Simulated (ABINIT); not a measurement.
**A self-consistent single point of YSi2Rh3 (P6/mmm, 6 atoms in the cell) with ABINIT**

Method: LDA (PW92), PAW (JTH v2.0 LDA PAW) (plane waves; ABINIT).

Input as run:

```
# YSi2Rh3, JTH v2.0 LDA PAW
pp_dirpath "./"
pseudos "Y.LDA_PW-JTH.xml, Si.LDA_PW-JTH.xml, Rh.LDA_PW-JTH.xml"
acell 3*1.0 Angstrom
rprim
         5.4719399723    0.0000000064    0.0000000000
        -2.7359699917    4.7388390208    0.0000000000
         0.0000000000    0.0000000000    3.6037400000
natom 6
ntypat 3
znucl 39 14 45
typat 1 2 2 3 3 3
xcart
         0.0000000000    0.0000000000    0.0000000000
         5.1702339555    2.9850359741    0.0000000000
        -0.0000000070    5.9700719360    0.0000000000
        -2.5851169848    4.4775539490    3.4050408122
         5.1702339590    0.0000000061    3.4050408122
         2.5851169742    4.4775539551    3.4050408122
ecut 571 eV
pawecutdg 1143 eV
pawxcdev 0
ixc 7
occopt 3
tsmear 0.05 eV
nband 45
kptopt 1
ngkpt 5 5 6
nshiftk 1
shiftk 0 0 0
nstep 80
toldfe 1.0e-09
prtwf 0
prtden 0
enunit 1
```

The program printed (abridged):

```
 Symmetries : space group P6/m m m (#191); Bravais hP (primitive hexag.)

 -outvars: echo values of preprocessed input variables --------
            acell      1.8897261329E+00  1.8897261329E+00  1.8897261329E+00 Bohr
             ecut      2.09838648E+01 Hartree
           enunit           1
              ixc           7
         kptrlatt        5    0    0      0    5    0      0    0    6
          kptrlen      4.08604899E+01
            natom           6
            nband          45
            ngfft          45      45      30
          ngfftdg          64      64      40
             nkpt          20
            nstep          80
             nsym          24
           ntypat           3
           occopt           3
        pawecutdg      4.20044789E+01 Hartree
         pawxcdev           0
            rprim      5.4719399723E+00  6.4000000000E-09  0.0000000000E+00
                      -2.7359699917E+00  4.7388390208E+00  0.0000000000E+00
                       0.0000000000E+00  0.0000000000E+00  3.6037400000E+00
          spgroup         191
           toldfe      1.00000000E-09 Hartree
           tsmear      1.83746627E-03 Hartree
            typat      1  2  2  3  3  3
           useylm           1
             xred      0.0000000000E+00  0.0000000000E+00  0.0000000000E+00
                       6.6666666667E-01  3.3333333333E-01  0.0000000000E+00
                       3.3333333333E-01  6.6666666667E-01  0.0000000000E+00
                       0.0000000000E+00  5.0000000000E-01  5.0000000000E-01
                       5.0000000000E-01  0.0000000000E+00  5.0000000000E-01
                       5.0000000000E-01  5.0000000000E-01  5.0000000000E-01
            znucl       39.00000   14.00000   45.00000

== DATASET  1 ==================================================================

 Exchange-correlation functional for the present dataset will be:
  LDA: Perdew-Wang 92 LSD fit to Ceperley-Alder data - ixc=7
 Citation for XC functional:
  J.P.Perdew and Y.Wang, PRB 45, 13244 (1992)

 Real(R)+Recip(G) space primitive vectors, cartesian coordinates (Bohr,Bohr^-1):
 R(1)= 10.3404680  0.0000000  0.0000000  G(1)=  0.0967074  0.0558341  0.0000000
 R(2)= -5.1702340  8.9551079  0.0000000  G(2)= -0.0000000  0.1116681  0.0000000
 R(3)=  0.0000000  0.0000000  6.8100817  G(3)=  0.0000000  0.0000000  0.1468411
 Unit cell volume ucvol=  6.3061361E+02 bohr^3
 Angles (23,13,12)=  9.00000000E+01  9.00000000E+01  1.20000000E+02 degrees

 Coarse grid specifications (used for wave-functions):

 getcut: wavevector=  0.0000  0.0000  0.0000  ngfft=  45  45  30
         ecut(hartree)=     20.984   => boxcut(ratio)=   2.06350

 Fine grid specifications (used for densities):

 getcut: wavevector=  0.0000  0.0000  0.0000  ngfft=  64  64  40
         ecut(hartree)=     42.004   => boxcut(ratio)=   2.01324

   6.11809651E+03                                ecore*ucvol(ha*bohr**3)

_setup2: Arith. and geom. avg. npw (full set) are    2895.047    2895.032

--- !BeginCycle
solver: {iscf: 17, nstep: 80, nline: 4, wfoptalg: 10, }
tolerances: {toldfe: 1.00E-09, }
...

     iter   Etot(hartree)      deltaE(h)  residm     nres2
 ETOT  1  -376.28173867954    -3.763E+02 4.989E+00 9.121E+01
 ETOT  2  -382.67983575967    -6.398E+00 7.632E-02 1.774E+02
 ETOT  3  -382.16203353415     5.178E-01 4.772E-02 8.620E+00
 ETOT  4  -382.16549536204    -3.462E-03 2.857E-02 5.030E+00
 ETOT  5  -382.15731222052     8.183E-03 1.555E-02 2.612E+00
 ETOT  6  -382.15079441090     6.518E-03 7.506E-03 4.360E-01
   [... 25 lines left out ...]
 ETOT 32  -382.15062471348    -1.639E-09 4.485E-05 3.992E-07
 ETOT 33  -382.15062471462    -1.135E-09 4.243E-05 4.847E-07
 ETOT 34  -382.15062471567    -1.052E-09 4.490E-05 1.146E-06
 ETOT 35  -382.15062471520     4.680E-10 4.249E-05 9.494E-09
 ETOT 36  -382.15062471564    -4.347E-10 4.924E-05 9.893E-08

 At SCF step   36, etot is converged :
  for the second time, diff in etot=  4.347E-10 < toldfe=  1.000E-09

 Cartesian components of stress tensor (hartree/bohr^3)
  sigma(1 1)=  1.44941354E-04  sigma(3 2)=  0.00000000E+00
  sigma(2 2)=  1.44941354E-04  sigma(3 1)=  0.00000000E+00
  sigma(3 3)=  2.67694765E-05  sigma(2 1)=  2.43756203E-14

 ----iterations are completed or convergence reached----

 reduced coordinates (array xred) for    6 atoms
       0.000000000000      0.000000000000      0.000000000000
       0.666666666667      0.333333333333      0.000000000000
       0.333333333333      0.666666666667      0.000000000000
       0.000000000000      0.500000000000      0.500000000000
       0.500000000000      0.000000000000      0.500000000000
       0.500000000000      0.500000000000      0.500000000000
 cartesian forces (eV/Angstrom) at end:
    1      0.00000000000000     0.00000000000000    -0.00000000000000
    2      0.00000000000000    -0.00000000000000    -0.00000000000000
    3     -0.00000000000000    -0.00000000000000    -0.00000000000000
    4      0.00000000000000     0.00000000000000    -0.00000000000000
    5      0.00000000000000     0.00000000000000    -0.00000000000000
    6      0.00000000000000     0.00000000000000    -0.00000000000000
 frms,max,avg= 2.6019972E-28 7.3925297E-28   0.000E+00  0.000E+00  0.000E+00 e/A
 length scales=  1.889726132886  1.889726132886  1.889726132886 bohr
              =  1.000000000000  1.000000000000  1.000000000000 angstroms
 Fermi (or HOMO) energy (eV) =  12.77303   Average Vxc (eV)= -12.21806
 Eigenvalues (   eV  ) for nkpt=  20  k points:
 kpt#   1, nband= 45, wtk=  0.00667, kpt=  0.0000  0.0000  0.0000 (reduced coord)
 -65.72950  -65.68139  -65.68139  -34.15899  -33.79794  -33.79794  -33.78732  -33.73034
 -33.73034  -33.48288  -33.48288  -33.36912  -29.84971   -9.89572   -9.89572   -9.73920
   1.43516    5.97823    6.46608    6.46608    6.49743    6.91595    8.17490    8.56349
   8.56349    9.19275    9.19275   11.07261   11.07261   11.36562   11.36562   11.54189
  11.56607   11.56607   12.46071   13.26447   14.11137   14.48984   14.48984   17.02033
  17.02033   18.41137   18.41137   18.65653   19.18689
 prteigrs : prtvol=0 or 1, do not print more k-points.

--- !EnergyTerms
comment             : Components of total free energy in Hartree
kinetic             :  5.93702297255066E+01
hartree             :  9.48050817129291E+01
xc                  : -2.82100755636022E+01
Ewald energy        : -2.77257212648206E+02
psp_core            :  9.70181493299491E+00
local_psp           : -3.14558961867864E+02
spherical_terms     :  7.39994146733268E+01
internal            : -3.82149709034914E+02
'-kT*entropy'       : -8.10197201017909E-04
total_energy        : -3.82150519232115E+02
total_energy_eV     : -1.03988444711234E+04
...

-Cartesian components of stress tensor (GPa)         [Pressure= -3.1054E+00 GPa]
- sigma(1 1)=  4.26432115E+00  sigma(3 2)=  0.00000000E+00
- sigma(2 2)=  4.26432115E+00  sigma(3 1)=  0.00000000E+00
- sigma(3 3)=  7.87585056E-01  sigma(2 1)=  7.17155389E-10

 Calculation completed.
```

The run converged in 36 iterations.

The starting cell comes from a database of computed structures (which also holds hypothetical and non-ambient phases and stackings), without a prior relaxation at this level. Spin polarisation is off. With a pressure of about -3 GPa the cell is away from its equilibrium volume at this level.

Cost on one core of a shared machine: roughly 8 min.
